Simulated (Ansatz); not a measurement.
An Ansatz (a quantum-chemistry and plane-wave program) run: MoSe2 with a change (biaxial strain −2.23 %, plane normal [001], relaxed out of plane); Kohn–Sham DFT with the PBEsol-D3(BJ) functional, run in Ansatz with PAW and 420 eV plane waves, scalar-relativistic without spin-orbit coupling, earlier PAW set.

Input:

Ansatz 0.2 input:
```yaml
crystal:
  lattice:
    - [3.1556768637, 0, 0]
    - [1.5778384318, 2.7328963301, 0]
    - [0, 0, 12.4833960891]
  atoms:
    - { symbol: Mo, position: [0.3333333333, 0.3333333333, 0.25] }
    - { symbol: Mo, position: [0.6666666667, 0.6666666667, 0.75] }
    - { symbol: Se, position: [0.3333333333, 0.3333333333, 0.6146929084] }
    - { symbol: Se, position: [0.6666666667, 0.6666666667, 0.1146929084] }
    - { symbol: Se, position: [0.6666666667, 0.6666666667, 0.3853070916] }
    - { symbol: Se, position: [0.3333333333, 0.3333333333, 0.8853070916] }
basis: { ecutwfc: 420, ecutrho_ratio: 4, xc_grid: 2, fft_grid_basis: typed }
kpoints: { mp_grid: { grid: [12, 12, 3] } }
hamiltonian:
  xc: pbesol
  dispersion: d3bj
  pseudopotentials: { azcp: { folder: ./paw }, kind: paw }
scf: { occupations: { method: fermi_dirac, width: 0.05 } }
relax: { f_tol: 0.005, max_steps: 50, cell: { stress_tol: 0.01, fix: [a, b, gamma] } }
output: { forces: true, stress: true }
checkpoint: { write: state.ck, write_every: 1000 }
```

Output (explanatory and most iteration lines left out):

```
Relaxation: its limit of steps is 50 (relax.max_steps)
Pseudopotential: Mo, paw, valence charge 14
Pseudopotential: Se, paw, valence charge 16
Crystal: 6 atoms, lattice volume = 107.659 Å³
Basis set: ecut = 420 eV, 2093 PW (Γ), exchange–correlation on 48×48×180 points (8 copies of the dense FFT grid, shifted against one another)
Bands: 56, of which v1, the nominal top of the filled ones, is band 46 counted from 1 (45 counted from 0)
Symmetry: 24 space group operations
Space group: P63/mmc (ITA 194), of the structure as read, at distance tolerance 4.8e-5 Å
k-points: 38 of 432
Functional: x = pbesol(κ = 0.804, μ = 0.12345679012345678), c = pbesol(β = 0.046)
SCF iter   1: F=—  HF=-31500.737008 eV  |F-HF|=—  |Δ(HF+E_count)|=         —  Δρ=4.75e-2  dr2=8.56e0  ethr=3.10e-3  ⟨swp⟩=6.6  Hψ=7685  notcnv=0  defer=1
SCF iter   2: F=—  HF=-31499.361779 eV  |F-HF|=—  |Δ(HF+E_count)|=    1.38e0  Δρ=2.69e-2  dr2=2.62e0  ethr=3.10e-3  ⟨swp⟩=2.3  Hψ=3101  notcnv=0  defer=76
SCF 1 converged in 9 iterations: F = -31498.764439 eV  dr2 = 9.28e-9
relax step   1: F+E_penalty+E_count = -31498.76443879 eV  Δ(F+E_penalty+E_count) = +0.000e0 eV  max|allowed force component| = 1.767e-1 eV/Å  Δτ_max = 0.0000 Å  P = +4.787 GPa  Ω = 107.659 Å³  fix = [a, b, gamma]  reactions: a +6.503, b +6.503 GPa  (9 SCF iters, dr2 threshold 1.00e-7 eV, accepted)
[... steps on the carried basis left out ...]
relax step   3: F+E_penalty+E_count = -31498.76782612 eV  Δ(F+E_penalty+E_count) = -3.387e-3 eV  max|allowed force component| = 2.752e-4 eV/Å  Δτ_max = 0.0113 Å  P = +3.969 GPa  Ω = 107.509 Å³  energy of the carried Pulay correction = +2.647e-5 eV  fix = [a, b, gamma]  reactions: a +5.951, b +5.951 GPa  (11 SCF iters, accepted)
Crystal: 6 atoms, lattice volume = 107.509 Å³
SCF iter   1: F=—  HF=-31498.767795 eV  |F-HF|=—  |Δ(HF+E_count)|=         —  Δρ=2.65e-6  dr2=2.77e-9  ethr=1.33e-7  ⟨swp⟩=3.5  Hψ=13304  notcnv=0
SCF iter   2: F=—  HF=-31498.767796 eV  |F-HF|=—  |Δ(HF+E_count)|=   1.30e-6  Δρ=1.49e-6  dr2=5.92e-10  ethr=3.01e-12  ⟨swp⟩=3.6  Hψ=5487  notcnv=0
SCF 4 converged in 5 iterations: F = -31498.767796 eV  dr2 = 6.16e-13
SCF converged after 5 iterations
Free energy (F): -31498.767796 eV
Internal energy: -31498.767771 eV  (E = F + TS)
E sigma→0 (E₀):  -31498.767784 eV
Entropy (-TS):   -0.000025 eV (-0.004 meV/atom)
Fermi energy:    14.324729 eV
  E_disp       = -2.887094  (pairwise vdW)
--- Forces (eV/Å), atoms counted from 1 ---
  atom   1  Mo    -0.00000000    -0.00000000     0.00000000
  atom   2  Mo     0.00000000     0.00000000     0.00000000
  atom   3  Se    -0.00000000    -0.00000000    -0.00028320
  atom   4  Se     0.00000000     0.00000000    -0.00028320
  atom   5  Se    -0.00000000     0.00000000     0.00028320
  atom   6  Se    -0.00000000    -0.00000000     0.00028320
--- Stress (GPa, compression-positive) ---
        5.949780       0.000000       0.000000
        0.000000       5.949780       0.000000
        0.000000       0.000000       0.006697
  P = ⅓ Tr σ = 3.9688 GPa (39.688 kbar)
--- Relaxed structure (3 steps of the walk, 2 accepted, 1 SCFs on fresh bases) ---
  cell:  # Å, volume = 107.5090 Å³
    - [3.1556768637005757, 2.886754362826335e-11, 0.0]
    - [1.5778384318252878, 2.7328963301139355, 0.0]
    - [0.0, 0.0, 12.466057345087973]
  atoms:
    - { symbol: Mo, position: [0.33333333333333326, 0.3333333333333333, 0.25] }
    - { symbol: Mo, position: [0.6666666666666665, 0.6666666666666666, 0.75] }
    - { symbol: Se, position: [0.33333333333333326, 0.3333333333333333, 0.6137858422962922] }
    - { symbol: Se, position: [0.6666666666666665, 0.6666666666666666, 0.11378584229629225] }
    - { symbol: Se, position: [0.6666666666666665, 0.6666666666666666, 0.3862141577037078] }
    - { symbol: Se, position: [0.33333333333333326, 0.3333333333333333, 0.8862141577037078] }
```

Stability against distortions was not tested. The cell was made from MoSe2 in the 2H-MoS2 type structure (space group P6_3/mmc, No. 194; layered, stacked along the Cartesian z axis) by this change: biaxial strain −2.23 %, plane normal [001], relaxed out of plane.
